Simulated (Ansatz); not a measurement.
The reference is SiO$_{2}$ in the rutile structure (space group P4_2/mnm, No. 136; a = 4.185 Å, c = 2.668 Å).

Method: r2SCAN (Ansatz, a program for electronic structure, PAW, scalar-relativistic without spin-orbit coupling), earlier PAW set.

Base values:

| Property | Result |
|---|---|
| Electron mass | 0.38 mₑ along c, 0.48 mₑ across (at Γ) |
| Width of the top valence band | 2.71 eV |
| Volume per atom | 7.79 Å³ |

Modification: cell and atoms relaxed at a pressure of 7 GPa.

Problem. What does the calculation give for the electron mass, mean gap deformation potential ΔEg/Δln V, width of the top valence band and volume per atom after the change?

Solution. The electron mass changes from 0.38 mₑ along c, 0.48 mₑ across (at Γ) to 0.39 mₑ along c, 0.50 mₑ across (at Γ); the mean gap deformation potential ΔEg/Δln V comes out as -16.5 eV; the width of the top valence band goes up by 0.07 eV (2.71 eV → 2.78 eV); the volume per atom decreases by 0.17 Å³ to 7.62 Å³.

Load acts through the strain it causes; cell and atoms are relaxed under it. Effective masses come from finite differences of ±0.01 Å⁻¹. No phonon test of stability was made. No other phases were tried under pressure.
